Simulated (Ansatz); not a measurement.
Consider SnO in the litharge type structure (space group P4/nmm, No. 129; a = 3.8371 Å, c = 4.7586 Å; layered, stacked along the Cartesian z axis).

The change: a negative pressure, −1 GPa.

Levels (all Ansatz, a first-principles code, PAW): PBE-D3(BJ) (420 eV, no spin-orbit coupling); r2SCAN (500 eV, no spin-orbit coupling); HSE06 (420 eV, spin-orbit coupling left out).

At the geometry relaxed with PBE-D3(BJ), these levels gave the following band gaps, in shuffled order: (a) 0.35 eV, (b) 0.60 eV, (c) 0.21 eV.

Problem. Match each gap to its level.

Solution. (a) r2SCAN; (b) HSE06; (c) PBE-D3(BJ).

Single points use the geometry relaxed with PBE-D3(BJ). The hybrid gap comes from the SCF mesh plus the semilocal run's edge points and a few special points and is an upper bound. Load acts through the strain it causes; cell and atoms are relaxed under it. Whether these cells are dynamically stable was not tested. The final runs are not spin-polarised. A zero or small gap of SnO can be the functional's error rather than a property of the material.
